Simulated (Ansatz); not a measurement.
Response to strain in CdTe

Take CdTe in the zinc blende structure (space group F-43m, No. 216; a = 6.409 Å) as the base. Axes: x, y, z lie along the cube axes.

Strains are applied to the cell and any free atomic positions relax; under biaxial strain the out-of-plane vector relaxes too.

Level of theory: plane-wave PAW DFT at the LDA level (Ansatz, a program for electronic structure, 420 eV), no SOC.

```tsv
biaxial strain, plane normal [001], relaxed out of plane (%)	out-of-plane strain (%)
0	0.00
0.5	-0.68
1	?
1.5	-2.08
2	-2.79
2.5	-3.51
3	-4.24
```

Task: Fit ε⊥ = −νε + γε² (strains in %) to the rows shown and predict the withheld row.

Result: Least squares on the printed values gives ν = 1.36 (the biaxial Poisson response) and γ = -0.019 (largest residual 0.00 %); this predicts -1.38 %, and the run gives -1.38 %, in agreement.

Stability against distortions was not tested.
